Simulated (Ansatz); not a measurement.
Start from PtSe$_{2}$ in the CdI2 type structure (space group P-3m1, No. 164; a = 3.772 Å, c = 4.821 Å; layered; relaxed with 0.1 eV smearing). Axes: x lies along a and z along c of the hexagonal cell.

Method: PBE-D3(BJ) (Ansatz, a first-principles code), no SOC.

The change: tensile biaxial strain of 3.83 % in the plane normal to [001], as in epitaxy on a mismatched substrate; the out-of-plane cell vector and the atoms relax.

Task: What does the calculation give for the ratio −ε⊥/ε∥ after the change?

Result: The ratio −ε⊥/ε∥ comes out as 1.24.

Task: What does the calculation give for the in-plane stress after the change?

Result: The mean in-plane stress (compression positive) is -6.9 GPa.

No phonon test of stability was made. The final runs are not spin-polarised.
